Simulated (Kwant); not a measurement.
Model system: six-terminal Hall bar in a Si two-dimensional gas. Effective mass 0.19 mₑ, grid spacing 3.8 nm, hard walls, nominal width 100 nm (27 grid rows, so walls 106.4 nm apart), one parabolic valley, scattering region 260 nm long along x; energies count from the band bottom; Fermi energy 0.00764 eV. Four side probes 50 nm wide, two on each edge; current runs along x; the sign of the Hall resistance is a convention. Perpendicular field swept from 1.0449 to 21.316 T, also in the leads; orbital effect alone.

Constants are typed, rounded textbook-type inputs, not results; the design itself was drawn at random and stands for no fabricated device.

Model: effective-mass tight-binding model on a square grid, one spin, coherent transport at 0 K (Kwant). Resistances are in h/e².

**Question.** How many Landau levels lie under the Fermi energy, and what Hall resistance follows, at 7.64 meV and 5.51 T; 7.64 meV and 7.23 T; 7.64 meV and 14.1 T; 7.64 meV and 15.8 T?

**Answer.** ħωc = ħeB/m = 0.609 meV a tesla; levels lie at (n + ½)ħωc. E/ħωc = 2.28 gives 2 levels and h/(2e²) = 0.500; simulated 0.500. E/ħωc = 1.73 gives 2 levels and h/(2e²) = 0.500; simulated 0.500. E/ħωc = 0.89 gives 1 level and h/(1e²) = 1.000; simulated 1.000. E/ħωc = 0.79 gives 1 level and h/(1e²) = 1.000; simulated 1.000.
